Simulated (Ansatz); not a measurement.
Ansatz (a program for electronic structure) run on VW (Cmmm, 2 atoms in the cell): relaxation of cell and atoms.

Method of the run: PBEsol, default PAW files made with PBE (plane waves; Ansatz).

The change in words: atoms on their sites; basis.ecutwfc: 420 eV → 355 eV; relax: default → cell and atoms. Reference geometry:
```yaml
crystal:
  lattice:
    - [1.55277, -2.23052, 0.00000]
    - [1.55277, 2.23052, 0.00000]
    - [0.00000, 0.00000, 4.29276]
  atoms:
    - { symbol: V, position: [0.00000, 0.00000, 0.01165] }
    - { symbol: W, position: [0.50000, 0.50000, 0.50000] }
```

Reference input (self-consistent single point, DFT, PBEsol, plane waves, default PAW files made with PBE): basis.ecutwfc = 420 eV; kpoints.mp_grid.grid = 11 11 7; hamiltonian.xc = pbesol; hamiltonian.pseudopotentials = {kind: paw} (the program's default PAW files); scf.occupations.method = gaussian; scf.occupations.width = 0.1 eV. This run's input differs from it in these lines:

Ansatz 0.2 input:
```diff
@@ -6,6 +6,6 @@
   atoms:
-    - { symbol: V, position: [0.00000000, 0.00000000, 0.01164800] }
+    - { symbol: V, position: [0.00000000, 0.00000000, 0.00000000] }
     - { symbol: W, position: [0.50000000, 0.50000000, 0.50000000] }
 basis:
-  ecutwfc: 420.0
+  ecutwfc: 355.0
 kpoints:
@@ -17,2 +17,4 @@
   occupations: { method: gaussian, width: 0.1 }
+relax:
+  cell: {}
 output:
```

Log, with long lists cut:

```
   [... SCF lines of the steps left out ...]
relax step   1: F+E_penalty+E_count = -13141.95607896 eV  Δ(F+E_penalty+E_count) = +0.000e0 eV  max|allowed force component| = 1.302e-29 eV/Å  Δτ_max = 0.0000 Å  P = -8.926 GPa  Ω = 29.736 Å³  (7 SCF iters, dr2 threshold 1.00e-7 eV, accepted)
relax step   2: F+E_penalty+E_count = -13141.94012184 eV  Δ(F+E_penalty+E_count) = +1.596e-2 eV  max|allowed force component| = 1.893e-29 eV/Å  Δτ_max = 0.0000 Å  P = +14.684 GPa  Ω = 27.298 Å³  energy of the carried Pulay correction = +1.623e-2 eV  [...]
   [... lines left out ...]
relax step   8: F+E_penalty+E_count = -13141.98779214 eV  Δ(F+E_penalty+E_count) = -3.066e-4 eV  max|allowed force component| = 7.889e-31 eV/Å  Δτ_max = 0.0000 Å  P = -0.005 GPa  Ω = 28.652 Å³  energy of the carried Pulay correction = +2.605e-4 eV  [...]
relax step   9: F+E_penalty+E_count = -13141.98751576 eV  Δ(F+E_penalty+E_count) = +2.764e-4 eV  max|allowed force component| = 2.603e-29 eV/Å  Δτ_max = 0.0000 Å  P = -0.015 GPa  Ω = 28.652 Å³  stress off target by 1.70e-2 GPa  SCF on the basis [...]
basis re-selected at this cell: Δ(F+E_penalty+E_count) = +2.764e-4 eV, ΔP = -0.010 GPa vs the last step
the relaxation is at rest under the 8 symmetry operations that the run kept from its start: a minimum is not shown …
Stability not checked: this state was not tested for a lower state beside it, because too few of the mixer's solves of this state at the end of the SCF gave a …
Free energy (F): -13141.987516 eV
Internal energy: -13141.979775 eV  (E = F + TS)
   [... lines left out ...]
Fermi energy:    19.849688 eV
   [... lines left out ...]
  cell:  # Å, volume = 28.6516 Å³
    - [1.5310565495059598, -2.2017985022122817, 2.0716362609768483e-18]
    - [1.5310565495059598, 2.2017985022122817, 2.071636260976849e-18]
    - [5.727204325664584e-18, 5.33720392023108e-34, 4.249613431484813]
  atoms:
    - { symbol: V, position: [2.8855718142120312e-36, 3.897422050537866e-36, 5.795634610449096e-70] }
    - { symbol: W, position: [0.5000000000000001, 0.5000000000000001, 0.5] }
```

The run converged.  The full log also holds: “iter 4 did not close the SCF: its close was put off for the readings that it lacked (scf_convergence_deferred on its scf_iter line)”. The full log also holds: “iter 5 did not close the SCF: its close was put off for the readings that it lacked (scf_convergence_deferred on its scf_iter line)”.

Summary of the result:
| Item | Value |
|---|---|
| Free energy E − TS (on the zero of these files) | -13141.9875 eV |
| Fermi level (on the code's own zero) | 19.85 eV |
| Pressure | -0.02 GPa |
| Final cell | a = b = 2.6818 Å, c = 4.2496 Å, α = β = 90.00°, γ = 110.37° |
| Final volume per atom | 14.33 Å³ |
| Relaxation steps | 9 |

The starting cell comes from a database of computed structures (which also holds hypothetical and non-ambient phases and stackings), without a prior relaxation at this level. Its lattice was rescaled by up to half a per cent. Spin polarisation is off. The relaxation keeps the symmetry of its start, so its end need not be a minimum. Ansatz's pressure includes its estimate of the finite-basis (Pulay) stress. Without the estimate this run gives -1.08 GPa. The cutoff lies below the one recommended for these files.

Cost on one core of a shared machine: roughly 50 s.
